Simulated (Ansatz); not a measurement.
# F on the 1x1 (110) surface of 3C silicon carbide (cut with top plane C + Si), one in a 2x2 cell, started at the site 'over Si at depth 1.5 Å'

Host crystal: 3C silicon carbide, with a band gap (PBE, scalar-relativistic without spin-orbit coupling).

Method: PBE (plane waves to 420 eV, PAW; Ansatz, a program for electronic structure).

Slab: 49 atoms, 7.7 Å thick at the start under the adsorbate (thin: gaps and levels are the slab's own); k 3x3x1, smearing 0.01 eV, dipole-corrected; 24 atoms held, the rest relaxed; held to the start's symmetry, so lower structures may exist; spin-polarised, ending with about 0.1 μB a cell, a value that depends on the mesh; orders that need a larger cell were not tried, no spin-orbit, no U, no dispersion correction. The slab shows no gap over 0.04 eV on its mesh. At the end it is bonded to C. In PBE this state lies 1.75 eV over the lowest of the starts that converged ('bridge C-Si (span 3.9 Å)').

| Property | Result |
|---|---|
| adsorption energy against ½ F2(g) | -2.41 eV |
| work function of the top face | 4.36 eV |
| change of the step from the bottom to the top vacuum level, against the clean slab | -0.50 eV |
| energy released by relaxation | 0.87 eV |
| height of the binding atom over the mean of the host atoms within 0.3 Å of the top one | 2.213 bohr |
| nearest host atoms of the binding atom | C at 1.41 Å, Si at 2.72 Å, Si at 2.77 Å |
| largest move of a host atom | 0.11 Å |
| cost | roughly 18 core-minutes |

A negative adsorption energy means that the adsorbate is more stable on the surface than in its reference.
